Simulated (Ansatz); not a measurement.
## CdTe: band gap against strain

CdTe (zinc blende, F-43m, 34.150 Å³/atom at rest) under an equal strain ε in the (001) plane with the normal axis free, as in a coherent film. PBEsol in Ansatz, a plane-wave DFT program (PAW, default set), 420 eV, 9×9×9 Γ-centred mesh, Fermi-Dirac smearing 0.05 eV; ions are relaxed within the symmetry of each cell. Gaps are the smallest over the k-mesh and a band path, without spin-orbit coupling; in all rows the valence edge lies at Γ and the conduction edge at Γ.

Here s stands for strain and Eg for gap.

```csv
strain (%),gap (eV)
-3.00,?
-1.50,0.634
-1.00,0.640
-0.50,0.645
0.00,0.650
```

Fit Eg of the 4 rows that show it with a straight line. Means: s -0.75000, Eg 0.6422. About the means, the sum of products is 0.013250 and the sum of squares of s is 1.2500; the slope is their ratio. Least squares gives Eg = 0.6502 + 0.01060·s. Residuals (row less fit): -0.0003, 0.0004, 0.0001, -0.0002; standard error 0.0004 (degrees of freedom: 2). Over these rows the gap moves by 1.1 ± 0.03 eV per unit strain.

Q: Estimate the missing Eg (s = -3.00); what did the run itself give?

A: Eg = 0.6502 + 0.01060 × (-3.0) = 0.6184 eV. The calculation gives 0.608 eV, 0.0104 eV below the prediction (24.8 % of the range of Eg in the table). The row lies outside the fitted rows, so this is an extrapolation. The fitted rows scatter only by rounding.

One order more, fitted to all 7 runs of the series, follows each within 0.001, so the miss is the next term of a smooth law. Spin-orbit coupling is left out, which can shift this property for CdTe. Rows are the converged runs of the series near zero and its far end; series whose fitted rows scatter by over a few per cent of the range, as at a crossing or softening among them, aren't shown in this form. Most that stay on the fit to the last digits aren't either.
